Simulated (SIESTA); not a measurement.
SIESTA is run on CsCoCl₃ (P6_3/mmc, 10 atoms in the cell), and the run fails. The aim is a self-consistent single point with DFT, GGA PBEsol, numerical atomic orbitals TZP, PseudoDojo PBEsol standard norm-conserving potentials (rewritten from UPF to PSML).

Cell that was meant: a = 7.2019 Å, b = 7.2019 Å, c = 6.0315 Å, α = 90.00°, β = 90.00°, γ = 120.00°.

Part of the input:

```
  10 +0.00
%endblock DM.InitSpin

MaxSCFIterations             3
SCF.MustConverge             false
SCF.Mixer.Method             Pulay
SCF.Mixer.Weight             0.1
SCF.Mixer.History            8
```

Log, with long lists cut:

```
        iscf     Eharris(eV)        E_KS(eV)     FreeEng(eV)     dDmax    Ef(eV) dHmax(eV)
   scf:    1   -12232.625874   -12249.577621   -12249.875706  0.947672 -1.086882 21.651351
     spin moment: {S} , |S| = {        0.0        0.0    6.06901 }     6.06901
   scf:    2   -12267.816330   -12259.849072   -12260.134112  0.163846 -2.573489 12.065458
     spin moment: {S} , |S| = {        0.0        0.0    6.00000 }     6.00000
   scf:    3   -12265.460518   -12264.255749   -12264.532737  0.152263 -4.433151  1.275204
     spin moment: {S} , |S| = {        0.0        0.0    5.99968 }     5.99968
SCF_NOT_CONV: SCF did not converge  in maximum number of steps.
SCF_NOT_CONV: SCF did not converge  in maximum number of steps.
Geom step, scf iteration, dDmax, dHmax:    0     3      0.152263     0.093726
Geom step, scf iteration, dDmax, dHmax:    0     3      0.152263     0.093726

Using DM_out to compute the final energy and forces

   [... lines left out ...]
siesta: FreeEng =    -12264.532737
siesta: Cell volume =        270.925643 Ang**3
siesta:         -31.09434012        -41.14753937  kBar
   [... lines left out ...]

              0.007
  10  3.462   0.772  -0.055   0.181   0.730   0.759   0.922  -0.075  -0.074
             -0.085   0.140   0.131   0.083   0.007   0.005   0.009   0.006

              0.006

mulliken: Qtot =       44.000

Mulliken Atomic Populations:
Atom #   charge [q] valence [e]      Sz [e]  Species
     1    -0.033085    9.033085    0.026935  Cs
     2    -0.033085    9.033085    0.026935  Cs
     3     0.163130   16.836870    2.614566  Co
     4     0.163145   16.836855    2.614579  Co
     5    -0.043352    7.043352    0.119442  Cl
     6    -0.043350    7.043350    0.119444  Cl
     7    -0.043350    7.043350    0.119444  Cl
     8    -0.043352    7.043352    0.119442  Cl
     9    -0.043350    7.043350    0.119444  Cl
    10    -0.043350    7.043350    0.119444  Cl
 Total    -0.000000                5.999675
```

What caused this, and what should be changed?

The fault is an iteration limit that is too low, with the stop on failure switched off. The program then goes on with a density that is not self-consistent. To fix it, raise the limit and let the run stop on failure. The run ended unconverged after 3 iterations.

An input that runs soundly differs in these lines (not the only fix; some lines may just follow from the change or write a value another way):
```diff
-MaxSCFIterations             3
-SCF.MustConverge             false
+MaxSCFIterations             150
```

With that input, the run converged in 21 iterations: free energy E − TS -12264.7089 eV; Fermi level (on the code's own zero) -4.67 eV; pressure -3.67 GPa; largest force (vector length) 0.556 eV/Å; size of the cell's spin moment 6.00 μB (DFT, GGA PBEsol, numerical atomic orbitals TZP, PseudoDojo PBEsol standard norm-conserving potentials (rewritten from UPF to PSML)).

On the sound input: the starting cell comes from a database of published, mostly measured structures (it also holds non-ambient and calculated ones), without a prior relaxation at this level. The magnetic order is the one reached from the typed start; others were not searched systematically. Values carry the incompleteness of an atom-centred basis. With a pressure of about -4 GPa the cell is away from its equilibrium volume at this level. Without a gap this mesh is coarse (it stands for a supercell whose shortest vector is 18 Å).
